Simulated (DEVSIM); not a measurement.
**abrupt Si n-p junction**

System: abrupt Si n-p junction, at 300 K.

```csv
layer (left to right),material,thickness (μm),Nd (cm⁻³),Na (cm⁻³),τn (s),τp (s)
1,Si,6.20,1.9e15,-,0.00012,0.00012
2,Si,1.60,-,5.7e15,0.00012,0.00012
```

Left contact: ohmic. Right contact: ohmic. Voltage is applied to the left contact. Recombination: SRH at mid-gap, Auger. Mobility is μmin + (μ − μmin)/(1 + (N/Nref)^α).

Constants are typed, rounded textbook-type inputs, not results; the design itself was drawn at random and stands for no fabricated device. Values at 300 K.

| parameter | Si |
|---|---|
| gap (eV) | 1.124 |
| affinity (eV) | 4.05 |
| permittivity | 11.7 |
| Nc (cm⁻³) | 2.86e19 |
| Nv (cm⁻³) | 3.1e19 |
| μn (cm²/Vs) | 1417 |
| μp (cm²/Vs) | 470 |
| μn,min | 52 |
| μp,min | 45 |
| Nref,n | 9.7e16 |
| Nref,p | 2.2e17 |
| αn | 0.68 |
| αp | 0.72 |
| Cn (cm⁶/s) | 2.8e-31 |
| Cp (cm⁶/s) | 9.9e-32 |

Model (solved in DEVSIM): 1D drift-diffusion, Boltzmann statistics, complete ionisation; no tunnelling, impact ionisation, image-force lowering or self-heating.

```json
{
  "potential_step_across_the_device_at_zero_bias": "0.653 V",
  "largest_field_in_the_device_at_zero_bias": "16000 V/cm",
  "Dark forward voltage at 1 A/cm²": "0.541 V",
  "Dark forward voltage at 100 A/cm²": "0.733 V"
}
```

Small-signal capacitance in reverse bias (quasi-static):

```tsv
V (V)	C (nF/cm²)
0.2	12.2
0.5	10.4
1	8.60
1.5	7.50
2	6.74
3	5.73
4	5.07
5	4.60
6.5	4.08
8	3.71
10	3.34
```

Dark forward current:

```csv
V (V),J (A/cm²)
-0.05,-5.7e-9
-0.10,-4.4e-8
-0.20,-2.1e-6
-0.25,-1.5e-5
-0.30,-0.00010
-0.40,-0.0047
-0.45,-0.032
-0.50,-0.22
-0.60,-7.4
-0.65,-26
-0.70,-65
-0.75,-130
-0.85,-320
-0.90,-450
-0.95,-600
-1.05,-960
-1.10,-1200
-1.15,-1400
-1.25,-1900
-1.30,-2200
```
